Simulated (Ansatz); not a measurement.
An Ansatz (a first-principles code) run: W with a change (isotropic strain +3.00 %); Kohn–Sham DFT with the PBE functional, run in Ansatz with PAW and 420 eV plane waves, spin-orbit coupling left out.

Input:

Ansatz 0.2 input:
```yaml
crystal:
  lattice:
    - [-1.639656403, 1.639656403, 1.639656403]
    - [1.639656403, -1.639656403, 1.639656403]
    - [1.639656403, 1.639656403, -1.639656403]
  atoms:
    - { symbol: W, position: [0, 0, 0] }
basis: { ecutwfc: 420, ecutrho_ratio: 4, xc_grid: 2, fft_grid_basis: typed }
kpoints: { mp_grid: { grid: [29, 29, 29] } }
hamiltonian:
  xc: pbe
  dispersion: none
  pseudopotentials: { kind: paw }
scf: { occupations: { method: fermi_dirac, width: 0.1 }, convergence: { dr2_threshold: 0.0000000001 } }
relax: { f_tol: 0.005, max_steps: 50 }
output: { forces: true, stress: true }
checkpoint: { write: state.ck, write_every: 1000 }
```

Output (explanatory and most iteration lines left out):

```
Relaxation: its limit of steps is 50 (relax.max_steps)
Pseudopotential: W, paw, valence charge 14
Crystal: 1 atoms, lattice volume = 17.633 Å³
Basis set: ecut = 420 eV, 369 PW (Γ), exchange–correlation on 40×40×40 points (8 copies of the dense FFT grid, shifted against one another)
Bands: 11, of which v1, the nominal top of the filled ones, is band 7 counted from 1 (6 counted from 0)
Symmetry: 48 space group operations
Space group: Im-3m (ITA 229), of the structure as read, at distance tolerance 2.6e-5 Å
k-points: 680 of 24389
Functional: x = pbe(κ = 0.804, μ = 0.2195149727645171), c = pbe(β = 0.06672455060314922)
SCF iter   1: F=—  HF=-10384.718101 eV  |F-HF|=—  |Δ(HF+E_count)|=         —  Δρ=1.38e-3  dr2=8.58e-5  ethr=1.77e-3  ⟨swp⟩=5.0  Hψ=39338  notcnv=0
SCF iter   2: F=—  HF=-10384.718074 eV  |F-HF|=—  |Δ(HF+E_count)|=   2.75e-5  Δρ=7.56e-4  dr2=2.83e-5  ethr=6.13e-7  ⟨swp⟩=2.1  Hψ=17305  notcnv=0
SCF 1 converged in 7 iterations: F = -10384.718107 eV  dr2 = 3.28e-11
relax step   1: F+E_penalty+E_count = -10384.71810746 eV  Δ(F+E_penalty+E_count) = +0.000e0 eV  max|allowed force component| = 0.000e0 eV/Å  Δτ_max = 0.0000 Å  (7 SCF iters, accepted)
SCF converged after 7 iterations
Free energy (F): -10384.718107 eV
Internal energy: -10384.701561 eV  (E = F + TS)
E sigma→0 (E₀):  -10384.709834 eV
Entropy (-TS):   -0.016547 eV (-16.547 meV/atom)
Fermi energy:    20.006366 eV
--- Forces (eV/Å), atoms counted from 1 ---
  atom   1  W      0.00000000    -0.00000000     0.00000000
--- Stress (GPa, compression-positive) ---
      -22.261048      -0.000000       0.000000
       -0.000000     -22.261048      -0.000000
       -0.000000       0.000000     -22.261048
  P = ⅓ Tr σ = -22.2610 GPa (-222.610 kbar)
--- Relaxed structure (1 steps of the walk, 1 accepted, 0 SCFs on fresh bases) ---
  atoms:
    - { symbol: W, position: [0.0, 0.0, 0.0] }
```

Stability against distortions was not tested. The final runs are not spin-polarised. The cell was made from W in the bcc (W type) structure (space group Im-3m, No. 229) by this change: isotropic strain +3.00 %.
